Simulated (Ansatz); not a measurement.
**A computed series for BN: element substitutions**

Consider BN in the zinc blende structure (space group F-43m, No. 216; a = 3.610 Å).

Each row replaces one element on all its sites; cell and atoms are relaxed.

Calculations: r2SCAN (Ansatz, a program for electronic structure; PAW; 500 eV plane waves; without spin-orbit coupling).

For the base:

| Item | Result |
|---|---|
| Band gap | 5.00 eV |

Problem. The aim is a band gap between 1.33 eV and 1.45 eV. Which of these changes reaches it?
(A) N → F
(B) N → C
(C) N → As

Solution. C, N → As. It gives 1.38 eV; N → F gives 1.54 eV; N → C gives zero. Changes not listed may reach it too

No phonon test of stability was made. As relaxed here, BF and BC are hypothetical phases, not in the database extracts checked. All final runs are without spin polarisation. An odd electron count without spin: BC.
